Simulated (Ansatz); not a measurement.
Start from FeSi (space group P2_13, No. 198; a = 4.4480 Å; non-magnetic).

Calculations: PBE/PAW in Ansatz (an electronic-structure program), no SOC.

For the base:

- Pressure = 0.00 GPa

Now apply this change: an isotropic linear strain of −2.48 %, atoms relaxed at fixed cell.

**Question.** What happens to the largest internal atomic displacement?

**Answer.** The largest internal atomic displacement amounts to 0.022 Å.

**Question.** How does this affect the energy relative to the base?

**Answer.** The energy grows by 46 meV/atom.

**Question.** Predict the new pressure.

**Answer.** The pressure goes from zero to 19.65 GPa.

No phonon test of stability was made. Starting moments died away, wholly or in part, for the base; another magnetic solution may exist. All final runs are without spin polarisation.
